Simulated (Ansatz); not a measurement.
SnC under load (space group F-43m), Ansatz (a first-principles code) with PBE with spin-orbit coupling, rigid bands. Condition of this run: hydrostatic pressure of -2.5 GPa (compression positive) (the target of the relaxation). Band gap 0.68 eV, N_c = 5.39e17 cm⁻³ and N_v = 3.84e19 cm⁻³ at 300 K, conductivity masses of 0.0835 mₑ (electrons) and 0.649 mₑ (holes). Take k_BT = 0.02585 eV.

Q: What thermal injection velocity √(2k_BT/πm) limits a ballistic channel?

A: 1.86e7 cm/s for electrons and 6.68e6 cm/s for holes, a ratio of √(m_h/m_e) = 2.79, for dilute carriers.

Q: Find the intrinsic carrier density and the intrinsic Fermi level.

A: n_i = √(N_c N_v) exp(−E_g/2k_BT) = 4.55e18 × exp(−13.15) = 8.8e12 cm⁻³. The level lies (k_BT/2) ln(N_v/N_c) = 55 meV from mid-gap (positive towards the conduction band). Each 0.1 eV added to the gap lowers n_i by a factor of 6.9.

Rigid bands with the computed gap; masses take one relaxation time for all states. Geometry: cell and atoms relaxed with PBEsol.

Computed structure with no diffraction record at hand here (it may be known, metastable or hypothetical): SnC under load (space group F-43m).
